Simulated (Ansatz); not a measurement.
# A computed series for InAs: response to strain

Take InAs in the zinc blende structure (space group F-43m, No. 216; a = 6.109 Å) as the base. Axes: x, y, z lie along the cube axes.

Strains are applied to the cell and any free atomic positions relax; under stress the whole cell relaxes.

Calculations: r2SCAN/PAW in Ansatz (a program for electronic structure), without spin-orbit coupling.

Notes on the quantities. energy relative to the base: free energy F.

| change | band gap | pressure | energy relative to the base | shortest interatomic distance |
|---|---|---|---|---|
| base | 0.08 eV | 0.01 GPa | 0 meV/atom | 2.645 Å |
| isotropic strain −1.49 % | 0.33 eV | 2.87 GPa | +11 meV/atom | 2.606 Å |
| isotropic strain +1.87 % | zero | -2.8 GPa | +15 meV/atom | 2.695 Å |
| uniaxial strain ε_zz = +5.50 % | zero | -2.7 GPa | +21 meV/atom | 2.695 Å |
| uniaxial stress, 0.5 GPa tension along z | zero | – | +0.4 meV/atom | 2.648 Å |

A case with no gap was solved on a k-mesh chosen for an insulator, which is coarse for it. Stability under load was not tested beyond the relaxation. The final runs are not spin-polarised. Gaps under 0.05 eV, about the width of the smearing, are given as zero. The zero or small gap of InAs can change with the level of theory.
